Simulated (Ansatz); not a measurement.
InP (model structure, started from the litharge type, P4/nmm, No. 129, 4 atoms in the cell): properties by level of theory

```json
[
 {"level (code)": "PBE (Ansatz)", "lattice constant a (Å)": "…", "lattice parameter c (Å)": "7.766"},
 {"level (code)": "PBEsol (Ansatz)", "lattice constant a (Å)": "3.368", "lattice parameter c (Å)": "7.569"},
 {"level (code)": "PBE-D3(BJ) (Ansatz)", "lattice constant a (Å)": "3.370", "lattice parameter c (Å)": "7.602"}
]
```

Question: Fill in the missing entries.

Answer: 
- PBE (Ansatz, a first-principles code), lattice constant a (Å): 3.435

Ansatz's density-functional and Hartree–Fock values are scalar-relativistic unless marked +SOC, with PAW data made under PBE.

Static lattice: no zero-point or thermal effects.

A model structure was made by putting elements into a prototype or built by hand; it is no filed structure, need not be a known phase, and can be a saddle point held by its symmetry.
